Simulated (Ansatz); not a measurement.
**Effect of biaxial strain −2.00 %, plane normal [001], relaxed out of plane on Ge**

Take Ge in the diamond structure (space group Fd-3m, No. 227; a = 5.674 Å) as the base. Axes: x, y, z lie along the cube axes.

Modification: biaxial strain −2.00 %, plane normal [001], relaxed out of plane (Cartesian); in-plane vectors clamped, the third vector and the atoms free.

Calculations: Ansatz (a program for electronic structure), r2SCAN, PAW, cutoff 500 eV, no SOC. Γ-centred 10×10×10 mesh, Fermi–Dirac width 0.05 eV.

The volume per atom shrinks by 0.60 Å³, from 22.84 Å³ to 22.24 Å³ and the space group goes from Fd-3m (No. 227) to I4_1/amd (No. 141). The shortest interatomic distance decreases by 0.021 Å (2.457 Å → 2.436 Å) and the energy rises by 8.4 meV/atom. The pressure (mean of the normal stresses, compression positive) goes up by 2.01 GPa to 2.02 GPa and the band gap goes up by 0.04 eV (0.36 eV → 0.40 eV). The gap character changes from direct at Γ to indirect, Γ → N and the smallest direct gap rises by 0.15 eV, from 0.36 eV to 0.51 eV. The valence-band top at Γ (three highest levels, from the VBM) goes from 0.00, 0.00, 0.00 eV to 0.00, 0.00, -0.29 eV and the valley order (the lowest conduction-band minima on the path, energy above the VBM, named in the base's zone) becomes L along [1-1-1] 0.40 eV; Γ 0.51 eV; a point along [100], about 0.9 Å⁻¹ from Γ 0.55 eV; a point along [001], about 0.9 Å⁻¹ from Γ 0.89 eV (base: Γ 0.36 eV; L along ⟨111⟩ 0.44 eV; a point along ⟨100⟩, about 0.9 Å⁻¹ from Γ 0.79 eV). The out-of-plane strain is +1.39 % and the ratio −ε⊥/ε∥ is 0.70. The mean in-plane stress (compression positive) is +3.0 GPa.

Final structure (turned so that z lies along the plane normal):

```yaml
crystal:
  lattice:
    - [3.93215, 0.00000, 0.00000]
    - [0.00000, 3.93215, 0.00000]
    - [1.96608, -1.96608, 2.87665]
  atoms:
    - { symbol: Ge, position: [0.00000, 0.00000, 0.00000] }
    - { symbol: Ge, position: [0.75000, 0.75000, 0.50000] }
```

Cost of the whole job for the changed cell (relaxation, final SCF and bands): about 23 core-seconds (a rough figure).

Stability against distortions was not tested. The real Ge has an indirect gap at ambient pressure; r2SCAN orders its close-lying valleys differently. Labels are those of the standard path for the cell's own space group.
